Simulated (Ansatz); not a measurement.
## Effect of Hf → Lu on Hf

Start from Hf in the hcp (Mg type) structure (space group P6_3/mmc, No. 194; a = 3.198 Å, c = 5.047 Å).

Perturbation: Lu takes the place of Hf on all its sites; the structure is relaxed again.

Calculations: Ansatz (a quantum-chemistry and plane-wave program) r2SCAN, spin-orbit coupling left out. Settings: 15×15×9 k-points, 0.05 eV Fermi–Dirac smearing, for the changed cell.

```tsv
quantity	base	changed	shift
volume per atom	22.35 Å³	28.99 Å³	+6.64 Å³
density	13.26 g/cm³	10.02 g/cm³	-3.24 g/cm³
c/a ratio	1.578	1.556	-0.022
space group	P6_3/mmc (No. 194)	P6_3/mmc (No. 194)	–
shortest interatomic distance	3.127 Å	3.395 Å	+0.268 Å
band gap	zero	zero	–
```

Final structure:

```
CELL_PARAMETERS angstrom
      3.50430     0.00000     0.00000
     -1.75215     3.03481     0.00000
      0.00000     0.00000     5.45224
ATOMIC_POSITIONS crystal
  Lu 0.33333 0.66667 0.75000
  Lu 0.66667 0.33333 0.25000
```

Cost of the whole job for the changed cell (relaxation, final SCF and bands): very roughly 4 core-minutes.

Whether these cells are dynamically stable was not tested. The final runs are not spin-polarised.
